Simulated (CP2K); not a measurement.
**Convergence study of shifted k-point meshes for CsGeI3 (Cm, 5 atoms in the cell)**

```
CELL_PARAMETERS angstrom
      6.08413     0.00000     0.00000
      0.18321     6.08137     0.00000
     -0.23342    -0.22649     6.13785
ATOMIC_POSITIONS crystal
  Cs 0.91129 0.91129 0.59476
  Ge 0.37265 0.37265 0.13414
  I  0.41162 0.41162 0.58077
  I  0.91993 0.40881 0.09324
  I  0.40881 0.91993 0.09324
```

Level of theory: CP2K with LDA (Pade form), GPW, DZVP-MOLOPT-SR-GTH basis, GTH-PADE potentials (GTH_POTENTIALS).

Base settings: CUTOFF = 500 Ry; REL_CUTOFF = 50 Ry; KPOINTS/SCHEME = MACDONALD 2 2 2 0.25 0.25 0.25; XC_FUNCTIONAL = PADE; Cs/BASIS_SET = DZVP-MOLOPT-SR-GTH-q9; Cs/POTENTIAL = GTH-PADE-q9; Ge/BASIS_SET = DZVP-MOLOPT-SR-GTH-q4; Ge/POTENTIAL = GTH-PADE-q4; I/BASIS_SET = DZVP-MOLOPT-SR-GTH-q7; I/POTENTIAL = GTH-PADE-q7.

Shifted meshes do not hold Γ, so a gap read on them misses any band edge there.

Only quantities that move along the ladder and can be compared are tabulated.

The starting cell comes from a database of computed structures (which also holds hypothetical and non-ambient phases and stackings), without a prior relaxation at this level. Its lattice was rescaled by up to half a per cent. One atom was moved a little off its site on purpose. Spin-orbit coupling is off. Values carry the incompleteness of an atom-centred basis.

Steps (KPOINTS/SCHEME): MACDONALD 1 1 1 0.5 0.5 0.5; MONKHORST-PACK 2 2 2; MACDONALD 3 3 3 0.1666666667 0.1666666667 0.1666666667; MONKHORST-PACK 4 4 4; MACDONALD 5 5 5 0.1 0.1 0.1; MONKHORST-PACK 6 6 6; MACDONALD 7 7 7 0.07142857143 0.07142857143 0.07142857143; MONKHORST-PACK 8 8 8; MACDONALD 9 9 9 0.05555555556 0.05555555556 0.05555555556; MONKHORST-PACK 10 10 10; MACDONALD 11 11 11 0.04545454545 0.04545454545 0.04545454545.

What is the coarsest KPOINTS/SCHEME that holds the forces within 0.02 eV/Å of the last step, with all finer ones?

MONKHORST-PACK 6 6 6; the step before is off by 0.027 eV/Å.

What is the coarsest KPOINTS/SCHEME that holds the free energy within 1 meV/atom of the last step, with all finer ones?

MONKHORST-PACK 6 6 6; the step before is off by 1.7 meV/atom.

What is the coarsest KPOINTS/SCHEME that holds the pressure within 0.05 GPa of the last step, with all finer ones?

MACDONALD 5 5 5 0.1 0.1 0.1; the step before is off by 0.09 GPa.

```csv
KPOINTS/SCHEME,free energy less the last step's (meV/atom),pressure (GPa),largest difference of a force vector from the last step's (eV/Å),gap on the mesh (eV)
MACDONALD 1 1 1 0.5 0.5 0.5,1313.86,6.97,5.226,0.759
MONKHORST-PACK 2 2 2,-93.19,-2.26,0.515,3.857
MACDONALD 3 3 3 0.1666666667 0.1666666667 0.1666666667,22.27,-1.30,0.217,0.999
MONKHORST-PACK 4 4 4,-5.82,-1.67,0.065,2.174
MACDONALD 5 5 5 0.1 0.1 0.1,1.71,-1.55,0.027,1.013
MONKHORST-PACK 6 6 6,-0.61,-1.59,0.011,1.580
MACDONALD 7 7 7 0.07142857143 0.07142857143 0.07142857143,0.19,-1.58,0.004,1.015
MONKHORST-PACK 8 8 8,-0.08,-1.58,0.002,1.336
MACDONALD 9 9 9 0.05555555556 0.05555555556 0.05555555556,0.02,-1.58,0.001,1.015
MONKHORST-PACK 10 10 10,-0.02,-1.58,0.001,1.218
MACDONALD 11 11 11 0.04545454545 0.04545454545 0.04545454545,0.00,-1.58,0.000,1.016
```

The gap on the mesh jumps up and down from mesh to mesh; it is no smooth measure of convergence.
